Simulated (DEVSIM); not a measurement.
System: CdS/CdTe n-p heterojunction, at 300 K.

Layer 1 from the left is CdS, thickness (μm) 0.130, Nd (cm⁻³) 4.6e16, τn (s) 6.1e-9, τp (s) 6.1e-9. Layer 2 from the left is CdTe, thickness (μm) 0.410, Na (cm⁻³) 2.6e15, τn (s) 6.1e-9, τp (s) 6.1e-9.

Left contact: ohmic. Right contact: ohmic. Voltage is applied to the left contact. Recombination: SRH at mid-gap, radiative, Auger. Mobility is constant in doping.

The device is made up for the run: typed textbook-type constants, with dimensions and the other settings drawn at random. Values at 300 K.

CdS: gap (eV) 2.4, affinity (eV) 4.3, permittivity 9, Nc (cm⁻³) 2.2e18, Nv (cm⁻³) 1.8e19, μn (cm²/Vs) 300, μp (cm²/Vs) 25, B (cm³/s) 1e-10, Cn (cm⁶/s) 1e-30, Cp (cm⁶/s) 1e-30. CdTe: gap (eV) 1.5, affinity (eV) 4.28, permittivity 10.2, Nc (cm⁻³) 8e17, Nv (cm⁻³) 1.8e19, μn (cm²/Vs) 1000, μp (cm²/Vs) 80, B (cm³/s) 1e-10, Cn (cm⁶/s) 1e-30, Cp (cm⁶/s) 1e-30.

Model (solved in DEVSIM): 1D drift-diffusion, Boltzmann statistics, complete ionisation; no tunnelling, impact ionisation, image-force lowering or self-heating. Band offsets follow the typed affinities; no thermionic-emission limit at abrupt steps, no polarisation charge.

What does the simulation give for the dark forward voltage at 100 A/cm², the dark forward voltage at 1 A/cm², the largest field in the device at zero bias?

dark forward voltage at 100 A/cm² 1.097 V; dark forward voltage at 1 A/cm² 0.957 V; largest field in the device at zero bias 39000 V/cm.
